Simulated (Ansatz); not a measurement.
By PBEsol, the system below comes out a metal.

```xyz
1
Lattice="2.6884 0.0000 0.0000 -0.8961 2.5346 0.0000 0.8961 1.2673 2.1950" Properties=species:S:1:pos:R:3 pbc="T T T"
Mo     0.0000     0.0000     0.0000
```

The cell is strained (all lengths scaled by 0.98); by PBEsol it stands under a pressure of 7.2 GPa.

The current flows along the normal of the first two printed cell vectors, the (110) plane of the conventional cell. No spin-orbit coupling; the value is a mean over 0.1 eV about the Fermi level.

**Question.** Compute, with Ansatz (a program for electronic structure) with PBEsol, the ballistic conductance per area.

**Answer.** 1.3 × 10¹⁵ S/m² for both spins.
